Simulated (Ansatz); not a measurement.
Start from SiC (space group P6_3mc, No. 186).

```xyz
8
Lattice="3.0776 0.0000 0.0000 -1.5388 2.6653 0.0000 0.0000 0.0000 10.0763" Properties=species:S:1:pos:R:3 pbc="T T T"
Si     0.0000     0.0000     0.0031
Si     0.0000     0.0000     5.0412
Si     1.5388     0.8884     7.5597
Si     0.0000     1.7769     2.5216
C      0.0000     0.0000     8.1907
C      0.0000     0.0000     3.1526
C      1.5388     0.8884     5.6650
C      0.0000     1.7769     0.6268
```

Calculations: r2SCAN (Ansatz, a first-principles code), scalar-relativistic without spin-orbit coupling.

Base values:

```
Item                Value
---------------  --------
c/a ratio           3.274
Volume per atom  10.33 Å³
```

It is then changed as follows: Ge takes the place of C on all its sites, then cell and atoms are relaxed.

Q: What happens to the c/a ratio and volume per atom?

A: The c/a ratio increases by 0.012 to 3.286; the volume per atom rises by 10.96 Å³ to 21.29 Å³.

No phonon test of stability was made. For SiGe in this form, whether it has been made was not checked.
